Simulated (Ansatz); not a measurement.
## InPd in the CsCl type structure (space group Pm-3m, No. 221)

```yaml
crystal:
  lattice:
    - [3.24695, 0.00000, 0.00000]
    - [0.00000, 3.24695, 0.00000]
    - [0.00000, 0.00000, 3.24695]
  atoms:
    - { symbol: In, position: [0.00000, 0.00000, 0.00000] }
    - { symbol: Pd, position: [0.50000, 0.50000, 0.50000] }
```

Computed with PBEsol (Ansatz, a first-principles code; PAW; 420 eV plane waves; no spin-orbit coupling). k-mesh 14×14×14 (Γ-centred); smearing 0.05 eV (Fermi–Dirac).

```yaml
volume_per_atom: 17.12 Å³
density: 10.73 g/cm³
band_gap: zero
total_energy: -6216.560 eV/atom (σ→0; compares only within this code and set-up)
```

No phonon test of stability was made. The final runs are not spin-polarised.
